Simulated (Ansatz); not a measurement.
Start from ZnSe in the zinc blende structure (space group F-43m, No. 216; a = 5.634 Å). Axes: x, y, z lie along the cube axes.

Structures relaxed with PBEsol (Ansatz, a quantum-chemistry and plane-wave program), spin-orbit coupling left out, earlier PAW set.

Base:

Simulated powder pattern, Mo Kα, λ = 0.71073 Å (kinematic, ideal powder, no thermal factors, no anomalous dispersion; the 14 strongest lines at most, above 2 %, up to 2θ = 40°):

```tsv
2θ (°)	I/Imax (%)	hkl
12.54	100	(111)
20.55	81	(220)
24.15	51	(311)
29.23	14	(400)
31.92	21	(331)
36.00	28	(422)
38.27	15	(511)
```

Modification: a pure shear with ε_yz = ε_zy = 0.0355, atoms relaxed at fixed cell.

### Question
How do the reflections move or split?

### Answer

Simulated powder pattern, Mo Kα, λ = 0.71073 Å (kinematic, ideal powder, no thermal factors, no anomalous dispersion; the 14 strongest lines at most, above 2 %, up to 2θ = 40°):

```json
[
 {"2θ (°)": "12.26", "I/Imax (%)": "91", "hkl": "(1 1 -1)"},
 {"2θ (°)": "12.86", "I/Imax (%)": "95", "hkl": "(111)"},
 {"2θ (°)": "19.84", "I/Imax (%)": "28", "hkl": "(0 2 -2)"},
 {"2θ (°)": "20.57", "I/Imax (%)": "100", "hkl": "(220)"},
 {"2θ (°)": "21.32", "I/Imax (%)": "23", "hkl": "(022)"},
 {"2θ (°)": "23.71", "I/Imax (%)": "36", "hkl": "(1 3 -1)"},
 {"2θ (°)": "24.00", "I/Imax (%)": "20", "hkl": "(3 1 -1)"},
 {"2θ (°)": "24.32", "I/Imax (%)": "12", "hkl": "(311)"},
 {"2θ (°)": "24.66", "I/Imax (%)": "28", "hkl": "(131)"},
 {"2θ (°)": "29.29", "I/Imax (%)": "17", "hkl": "(040)"},
 {"2θ (°)": "31.58", "I/Imax (%)": "11", "hkl": "(3 3 -1)"},
 {"2θ (°)": "32.32", "I/Imax (%)": "16", "hkl": "(331)"},
 {"2θ (°)": "35.17", "I/Imax (%)": "19", "hkl": "(2 4 -2)"},
 {"2θ (°)": "36.93", "I/Imax (%)": "16", "hkl": "(242)"}
]
```

The indices refer to the base's conventional cell; one index is shown for lines that coincide. The space group is now Imm2 (No. 44).

The cells carry an imposed strain or load. Stability against distortions was not tested.
